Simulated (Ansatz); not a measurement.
The starting structures come from a database of crystals and need not be the phases stable at ambient conditions.

Tunnelling through a barrier is set by its complex band structure: the current falls as exp(−2κd) with the smallest κ.

```yaml
crystal:
  lattice:
    - [5.46402, 0.00000, 0.00000]
    - [0.00000, 8.87768, 0.00000]
    - [0.00000, -1.67079, 5.18401]
  atoms:
    - { symbol: Bi, position: [0.47534, 0.65324, 0.82662] }
    - { symbol: Bi, position: [0.52466, 0.34676, 0.17338] }
    - { symbol: Bi, position: [0.97534, 0.34676, 0.67338] }
    - { symbol: Bi, position: [0.02466, 0.65324, 0.32662] }
    - { symbol: Mo, position: [0.00000, 0.00000, 0.00000] }
    - { symbol: Mo, position: [0.50000, 0.00000, 0.50000] }
    - { symbol: O, position: [0.91912, 0.21944, 0.10972] }
    - { symbol: O, position: [0.08088, 0.78056, 0.89028] }
    - { symbol: O, position: [0.41912, 0.78056, 0.39028] }
    - { symbol: O, position: [0.58088, 0.21944, 0.60972] }
    - { symbol: O, position: [0.75000, 0.50228, 0.50114] }
    - { symbol: O, position: [0.25000, 0.49772, 0.49886] }
    - { symbol: O, position: [0.25000, 0.49772, 0.99886] }
    - { symbol: O, position: [0.75000, 0.50228, 0.00114] }
    - { symbol: O, position: [0.75000, 0.95952, 0.72976] }
    - { symbol: O, position: [0.25000, 0.04048, 0.27024] }
    - { symbol: O, position: [0.25000, 0.04048, 0.77024] }
    - { symbol: O, position: [0.75000, 0.95952, 0.22976] }
```

Space group of this cell: Cmce. The cell is taken as given; by r2SCAN its mean pressure is -7.4 GPa.

Transport runs along the normal of the first two printed cell vectors.

The gap is the functional's own. No spin-orbit coupling. Mid-gap values are interpolated on the energy grid.

Question: Estimate the band gap and the smallest decay constant κ at mid-gap that r2SCAN run with Ansatz (a program for electronic structure) returns for this system.

Answer: Gap 0.44 eV on a 6×6×6 mesh; κ = 0.107 1/Å, at the zone centre.
